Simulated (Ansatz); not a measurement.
The parent structure is VAs in the CsCl type structure (space group Pm-3m, No. 221; a = 3.069 Å; a hypothetical phase, not in the database extracts checked; relaxed with 0.1 eV smearing). Axes: x, y, z lie along the cube axes.

Computed with plane-wave PAW DFT at the PBE level (Ansatz, a program for electronic structure, 420 eV), without spin-orbit coupling.

A first run, uniaxial strain ε_yy = −1.46 %, gives secant values C11 ≈ 270 GPa and C12 ≈ 100 GPa from its stress. A second run applies isotropic strain +1.01 %.

Problem. What does linear elasticity predict for the bulk modulus −ΔP/(ΔV/V₀) in the second run, and what does the run give?

Solution. Linear elasticity: (C11 + 2 C12)/3 = 160 GPa. The run gives 140 GPa; any difference comes from nonlinear terms at these strains and numerical noise.

Stability against distortions was not tested. The final runs are not spin-polarised. VAs has a high density of states at the Fermi level and may be magnetic at this level.
